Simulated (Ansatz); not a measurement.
Ansatz (an electronic-structure program), DFT, PBE, plane waves, its default PAW files: rutile TiO2 (Ti2O4), 6 atoms. Basis and mesh were picked for this test and aren't claimed converged.

```
Quantity                                                 Value
-----------------------------  -------------------------------
cell                           4.59, 4.59, 2.96 Å; 90, 90, 90°
task                                                   phonons
k mesh                                                   4×4×4
hamiltonian.xc                                             pbe
kind of files                                              paw
scf.occupations.method                                   fixed
phonons.method                                            dfpt
phonons.qmesh                                            1×1×1
memory maximum (--max-ram)                              200GiB
accuracy                                      medium (default)
basis.precision                                 auto (default)
basis.xc_grid                                      2 (default)
scf.eigensolver.kind                            auto (default)
scf.mixing.algorithm                            auto (default)
scf.mixing.preconditioner                       auto (default)
scf.convergence.dr2_threshold                  1e-11 (default)
scf.lower_state_search                         light (default)
k-points after symmetry                                     30
bands at the start                                          30
electrons                                                   48
plane waves at Γ                                          1217
cutoff (eV)                                                420
FFT grid                                              32×32×20
symmetry operations                                         16
```

Machine: one whole node, Arm Neoverse V2, 96 cores on 1 socket, no SMT, 1 L3 cache group; 94 cores' worth of CPU time may be used.

Each time is the median wall time of two to five repeats, run one at a time on the otherwise empty machine; start-up is included. Unless noted, each process is bound to its own block of adjacent cores. The times hold for this build (release build for Arm (Neoverse V2), one process with threads). Scratch files lie in a memory file system.

Measured:

```json
[
 {"cores": "4", "layout": "4 threads", "wall time": "6.38 s"},
 {"cores": "8", "layout": "8 threads", "wall time": "3.69 s"},
 {"cores": "32", "layout": "32 threads", "wall time": "2.09 s"},
 {"cores": "64", "layout": "64 threads", "wall time": "2.14 s"}
]
```

### Question
Take a serial part s and a parallel part w, T = s + w/p on p cores. What does the fit give for 16 threads and for 88 threads, and what is measured?

### Answer
A fit of relative deviations gives s = 1.69 s and w = 17.4 core-seconds; it misses the rows shown by at most 9 %.

```csv
cores,layout,fit,measured,measured against fit
16,16 threads,2.78 s,2.56 s,-8 %
88,88 threads,1.89 s,2.35 s,+24 %
```

The fit holds no term that grows with the count of cores, while responses and set-up outside the phases rises from 1.7 s on 64 cores to 1.9 s on 88.

Efficiency, counted from 4 cores, stays above one half up to 16 cores and is 38 % at 32. The shortest time, 2.1 s, comes at 32 cores (64: level within 8 % or the scatter of repeats); at 88 the run, laid out as 88 threads, is slower again (2.3 s). The largest part on 88 cores, responses and set-up outside the phases, takes 5.4 s on 4 and 1.9 s there.

Keys are those of Ansatz 0.2.
